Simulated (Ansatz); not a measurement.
The starting structures come from a database of crystals and need not be the phases stable at ambient conditions.

By PBEsol, the system below comes out a metal.

The ballistic (Sharvin) conductance counts the channels at the Fermi level: G/A = (e²/h) × channels of both spins per area.

Given:

```yaml
crystal:
  lattice:
    - [3.11489, 0.00000, 0.00000]
    - [-1.55744, 2.69757, 0.00000]
    - [0.00000, 0.00000, 4.93930]
  atoms:
    - { symbol: Ta, position: [0.33333, 0.66667, 0.25390] }
    - { symbol: Ta, position: [0.66667, 0.33333, 0.74610] }
    - { symbol: C, position: [0.00000, 0.00000, 0.00000] }
```

The cell is taken as given; by PBEsol it stands under a pressure of -4.9 GPa.

The current flows along the normal of the first two printed cell vectors, the (001) plane of the conventional cell. No spin-orbit coupling; the value is a mean over 0.1 eV about the Fermi level.

Question: Predict the ballistic conductance per area from Ansatz (an electronic-structure program) with PBEsol.

Answer: 0.34 × 10¹⁵ S/m² for both spins.
